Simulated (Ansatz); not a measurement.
Convergence test for VOF₃ (P1, 20 atoms in the cell)

```
VOF3
1.0
    5.52891     0.00000     0.00000
    0.33979     5.69395     0.00000
    0.01411     0.11213     9.75268
V O F
4 4 12
Cartesian
  0.31847   0.25555   0.09480
  3.21099   2.81581   9.67075
  2.85327   5.53726   4.92871
  5.49886   2.63694   4.81968
  1.31613   1.57274   0.36251
  4.52173   1.34682   4.55401
  1.53676   4.59608   5.18394
  4.10207   1.39438   9.45795
  1.83384   4.53301   0.32710
  2.41279   0.28519   3.17742
  3.23718   2.88749   1.71130
  0.69904   2.97161   3.19917
  5.36566   5.57517   1.66381
  1.63118   1.63227   5.29775
  4.16413   4.11197   4.45483
  0.33528   0.13728   8.05708
  5.28797   3.01264   6.57408
  2.37472   3.00999   8.08195
  3.62549   5.69337   6.55594
  4.50261   4.05521   9.35379
```

Computed with PBEsol, default PAW files made with PBE (plane waves; Ansatz, a program for electronic structure).

The starting cell comes from a database of computed structures (which also holds hypothetical and non-ambient phases and stackings), without a prior relaxation at this level. Its lattice was rescaled by a random factor within 2.5 % of one. In the base run, with a pressure of about -12 GPa the cell is away from its equilibrium volume at this level. In the base run, forces exceed 1 eV/Å. Ansatz's pressure includes its estimate of the finite-basis (Pulay) stress.

Held fixed: kpoints.mp_grid.grid = 4 4 3; hamiltonian.xc = pbesol; hamiltonian.pseudopotentials = {kind: paw} (the program's default PAW files); scf.occupations.method = fixed.

ΔF is the free energy per atom less that of the last row (61.7 Ry).

The first pressure column holds Ansatz's estimate of the finite-basis (Pulay) stress, which hides part of the cutoff error; the other is without it.

The series runs over basis.ecutwfc = 12.5 Ry; 15.4 Ry; 18.4 Ry; 21.7 Ry; 24.6 Ry; 27.9 Ry; 30.9 Ry; 35.6 Ry; 40.1 Ry; 46.3 Ry; 54 Ry; 61.7 Ry.

### Question
From which setting on does the largest force stay within 0.02 eV/Å of the last one?

### Answer
From basis.ecutwfc = 24.6 Ry on; the one before it is off by 0.049 eV/Å. The value it settles on is 2.979 eV/Å at this level of theory and with the other settings as held.

### Question
From which setting on does the gap on the mesh stay within 0.05 eV of the last one?

### Answer
From basis.ecutwfc = 21.7 Ry on; the one before it is off by 0.059 eV. The value it settles on is 2.52 eV at this level of theory and with the other settings as held.

| basis.ecutwfc | ΔF (meV/atom) | pressure (GPa) | largest force (eV/Å) | gap on the mesh (eV) | pressure at a fixed set of plane waves (GPa) | plane waves | iterations |
|---|---|---|---|---|---|---|---|
| 12.5 Ry | 19611.1 | -0.04 | 5.123 | 2.081 | -563.43 | 1537 | 16 |
| 15.4 Ry | 7164.8 | -4.22 | 1.183 | 2.400 | -282.20 | 2127 | 17 |
| 18.4 Ry | 2322.3 | -11.96 | 2.332 | 2.577 | -126.94 | 2767 | 17 |
| 21.7 Ry | 618.2 | -12.94 | 2.930 | 2.505 | -52.29 | 3531 | 17 |
| 24.6 Ry | 170.6 | -12.35 | 2.984 | 2.510 | -26.09 | 4291 | 16 |
| 27.9 Ry | 31.9 | -12.07 | 2.977 | 2.515 | -15.44 | 5143 | 17 |
| 30.9 Ry | 5.9 | -12.02 | 2.973 | 2.517 | -12.71 | 6005 | 17 |
| 35.6 Ry | 1.50 | -12.01 | 2.975 | 2.518 | -12.04 | 7429 | 16 |
| 40.1 Ry | 1.15 | -12.02 | 2.977 | 2.518 | -12.05 | 8917 | 16 |
| 46.3 Ry | 0.66 | -12.03 | 2.978 | 2.518 | -12.04 | 11023 | 16 |
| 54 Ry | 0.46 | -12.03 | 2.979 | 2.518 | -12.04 | 13883 | 16 |
| 61.7 Ry | 0.00 | -12.03 | 2.979 | 2.518 | -12.06 | 16949 | 16 |

Gaps are taken between levels on the mesh.

Keys are those of Ansatz 0.2.
